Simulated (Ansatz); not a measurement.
Amorphous In$_{24}$O$_{37}$Ca

It comes from a melt-quench run on a machine-learned potential (CHGNet), relaxed afterwards by DFT. O atoms were pushed apart under 1.9 Å during the dynamics, to hinder bonds among them. The hot cell started wider than the set density and was brought back towards it in steps. It is the lowest in DFT energy of 2 quenches. It is a model cell: composition and starting density were chosen by hand, and all elements were melted together. No dispersion term was used.

Methods: PBE, scalar-relativistic without spin-orbit coupling (Ansatz, a quantum-chemistry and plane-wave program); r2SCAN, scalar-relativistic without spin-orbit coupling (Ansatz); HSE06, scalar-relativistic without spin-orbit coupling (Ansatz). Geometry, pressure, stress and energy are those of the PBE run. Its sampling: a 2×2×2 Γ-centred mesh; Fermi-Dirac width 0.02 eV; no spin polarisation. Other functionals are single points at the zone centre (r2SCAN at 500 eV; exact exchange cut at the cell's faces), free to take moments where seeds were set. At PBE the levels at the filled edge of the gap are localised (band-tail or defect states).

The number of atoms in the cell is 62 and the density (held, not predicted) is 6.40 g/cm^3. The volume per atom comes out as 14.18 Å³ and the pressure on a 2×2×2 Γ-centred mesh is -0.24 GPa. The largest force and stress component on that mesh (the relaxation ran on the zone centre alone) comes out as 0.07 eV/Å and 0.3 GPa, the energy relative to bixbyite In2O3 + rock-salt CaO (lowest mix at this level among the phases computed, not always the ambient ones) is 0.155 eV/atom and the level gap on a 2×2×2 Γ-centred mesh (PBE) is 0.50 eV. The level gap at the zone centre (PBE) is 0.53 eV, the level gap at the zone centre (r2SCAN) is 0.94 eV and the level gap at the zone centre (HSE06) is 1.86 eV.

Cut-offs for bonds: In-In 3.12 Å, In-O 2.86 Å, In-Ca 3.50 Å, O-O 1.58 Å, O-Ca 2.90 Å, Ca-Ca 3.87 Å. Two cations that share two anions don't count as bonded, nor two that share one unless they lie closer than In-In 3.04 Å, In-Ca 3.40 Å, Ca-Ca 3.77 Å.

The mean coordination of In by anions is 5.62 (11 with 5, 11 with 6, 2 with 7). The mean coordination of O is 3.81 (8 with 3, 28 with 4, 1 with 5) and the mean coordination of Ca by anions comes out as 6.00 (1 with 6). The mean In-O bond comes out as 2.225 Å (spread 0.134 Å, 135 counted) and the mean O-Ca bond is 2.492 Å (spread 0.194 Å, 6 counted).

Its density started from a set value of 6.40 g/cm³. The quench (nominally 330 K/ps over its main leg) was far faster than any real one, so the model tends to hold more defects than a real film. Values belong to this one cell and scatter from quench to quench. The volume was held where the preparation left it and the shape relaxed, at a PBE pressure of -0.2 GPa (tension).
